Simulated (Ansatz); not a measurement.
Ti3Al (P6₃/mmc, No. 194) was calculated with LDA (PAW; Ansatz, a first-principles code).

Run with plane-wave cutoff 520 eV, 12×12×14 k mesh (along the axes of the cell as run), Fermi–Dirac smearing 0.02 eV (set by the program), no spin polarisation, scalar-relativistic PAW data made under PBE.

Computed at the level's own relaxed cell.

```
CELL_PARAMETERS angstrom
      5.61582     0.00000     0.00000
     -2.80791     4.86344     0.00000
      0.00000     0.00000     4.56686
ATOMIC_POSITIONS crystal
  Al 0.33333 0.66667 0.25000
  Al 0.66667 0.33333 0.75000
  Ti 0.83031 0.66062 0.25000
  Ti 0.16969 0.83031 0.75000
  Ti 0.33938 0.16969 0.25000
  Ti 0.16969 0.33938 0.75000
  Ti 0.83031 0.16969 0.25000
  Ti 0.66062 0.83031 0.75000
```

Give the elastic tensor (Voigt notation, GPa, ions relaxed, in the Cartesian axes of the cell as printed).


```
  208.2    97.8    73.9     0.0     0.0     0.0
   97.8   208.2    73.9     0.0     0.0     0.0
   73.9    73.9   258.1     0.0     0.0     0.0
    0.0     0.0     0.0    55.3     0.0     0.0
    0.0     0.0     0.0     0.0    55.3     0.0
    0.0     0.0     0.0     0.0     0.0    55.2
```

Note: the volume lies 7 % below that of the published cell.

Computed values are for the static lattice.
